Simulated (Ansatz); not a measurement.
Pressure series in hypothetical cubic perovskite MgSnO3

Base system: MgSnO3 in the cubic perovskite structure (space group Pm-3m, No. 221; a = 3.987 Å; a hypothetical phase, not in the database extracts checked).

Cell and atoms are relaxed at each pressure.

All numbers come from PBEsol in Ansatz (plane waves to 420 eV, PAW, no SOC).

```csv
variant,electron mass,lattice parameter a
base,0.22 mₑ (at Γ),3.987 Å
pressure −2 GPa,0.21 mₑ (at Γ),4.003 Å
pressure −1 GPa,0.22 mₑ (at Γ),3.995 Å
pressure 0.3 GPa,0.22 mₑ (at Γ),3.985 Å
pressure 0.7 GPa,0.23 mₑ (at Γ),3.981 Å
pressure 1.5 GPa,0.23 mₑ (at Γ),3.975 Å
pressure 3 GPa,0.24 mₑ (at Γ),3.964 Å
pressure 5 GPa,0.25 mₑ (at Γ),3.950 Å
pressure 7.5 GPa,0.25 mₑ (at Γ),3.933 Å
pressure 10 GPa,0.26 mₑ (at Γ),3.917 Å
```

The levels and masses belong to the bands next to the band gap. Load acts through the strain it causes; cell and atoms are relaxed under it. Effective masses come from finite differences of ±0.01 Å⁻¹. Whether these cells are dynamically stable was not tested. Competing high-pressure phases were not computed. Many cubic perovskites are stable only at high temperature; tilts and polar distortions were not tested.

Ansatz is an electronic-structure program.
